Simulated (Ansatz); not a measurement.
# MoS2, pressure series

Base system: MoS2 in the 2H-MoS2 type structure (space group P6_3/mmc, No. 194; layered, stacked along the Cartesian z axis).

```yaml
crystal:
  lattice:
    - [3.10903, 0.00000, 0.00000]
    - [-1.55452, 2.69250, 0.00000]
    - [0.00000, 0.00000, 11.70864]
  atoms:
    - { symbol: Mo, position: [0.33333, 0.66667, 0.25000] }
    - { symbol: Mo, position: [0.66667, 0.33333, 0.75000] }
    - { symbol: S, position: [0.33333, 0.66667, 0.61648] }
    - { symbol: S, position: [0.66667, 0.33333, 0.11648] }
    - { symbol: S, position: [0.66667, 0.33333, 0.38352] }
    - { symbol: S, position: [0.33333, 0.66667, 0.88352] }
```

Cell and atoms are relaxed at each pressure.

The values are results of PBEsol-D3(BJ) in Ansatz (plane waves to 420 eV, PAW, no SOC), earlier PAW set, not measurements.

Computed cases, in order: pressure −2 GPa; pressure −1 GPa; 0 GPa (base); pressure 3 GPa; pressure 7 GPa; pressure 15 GPa; pressure 30 GPa; pressure 50 GPa; pressure 75 GPa; pressure 100 GPa.

Problem. Between which two neighbouring cases does the band gap open or close?

Solution. Between pressure 7 GPa (0.18 eV) and pressure 15 GPa (zero). The whole series: pressure −2 GPa: 0.69 eV; pressure −1 GPa: 0.60 eV; 0 GPa (base): 0.52 eV; pressure 3 GPa: 0.36 eV; pressure 7 GPa: 0.18 eV; pressure 15 GPa: zero; pressure 30 GPa: zero; pressure 50 GPa: zero; pressure 75 GPa: zero; pressure 100 GPa: zero.

The mesh was chosen for an insulator and is coarse for the gapless case. Load acts through the strain it causes; cell and atoms are relaxed under it. Stability against distortions was not tested. Competing high-pressure phases were not computed. All final runs are without spin polarisation. A zero or small gap of MoS2 under pressure 7 GPa, MoS2 under pressure 15 GPa and MoS2 under pressure 30 GPa can be the functional's error rather than a property of the material.

Ansatz is an electronic-structure program.
